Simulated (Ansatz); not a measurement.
# CdS, response to strain

Take CdS in the zinc blende structure (space group F-43m, No. 216; a = 5.878 Å) as the base. Axes: x, y, z lie along the cube axes.

Strains are applied to the cell and any free atomic positions relax.

Computed with r2SCAN (Ansatz, a program for electronic structure), spin-orbit coupling left out.

Notes on the quantities. energy relative to the base: free energy F.

| uniaxial strain ε_zz (%) | energy relative to the base (meV/atom) |
|---|---|
| -3 | 5.3 |
| -2.5 | 3.7 |
| -2 | 2.4 |
| -1.5 | 1.3 |
| -1 | ? |
| -0.5 | 0.2 |
| 0 | 0.0 |

Fit ΔE = Aε² + Bε³ (ε in %) to the rows shown and predict the withheld row.

Least squares on the printed values gives A = 0.603 and B = 0.0045 meV/atom (largest residual 0.0 meV/atom); this predicts 0.6 meV/atom, and the run gives 0.6 meV/atom, in agreement.

Stability against distortions was not tested.
